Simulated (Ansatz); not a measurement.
Take BAs in the zinc blende structure (space group F-43m, No. 216; a = 4.7679 Å) as the base.

One thing is altered: Ga replaces 25.0 % of the B, ordered in a cell of 8 atoms (starting symmetry Amm2) and fully relaxed.

Levels (all Ansatz, a quantum-chemistry and plane-wave program, PAW): PBEsol (420 eV, no spin-orbit coupling); r2SCAN (500 eV, no spin-orbit coupling); HSE06 (420 eV, no spin-orbit coupling).

At the geometry relaxed with PBEsol, these levels gave the following band gaps, in shuffled order: (a) 0.54 eV, (b) 0.95 eV, (c) 0.21 eV.

Problem. Match each gap to its level.

Solution. (a) r2SCAN; (b) HSE06; (c) PBEsol.

Single points use the geometry relaxed with PBEsol. HSE06 gaps are upper bounds (no full band path). Each cell is one ordered arrangement of few atoms, which overstates ordering effects compared with a random alloy. Whether these cells are dynamically stable was not tested. A zero or small gap of GaB3As4 can be the functional's error rather than a property of the material.
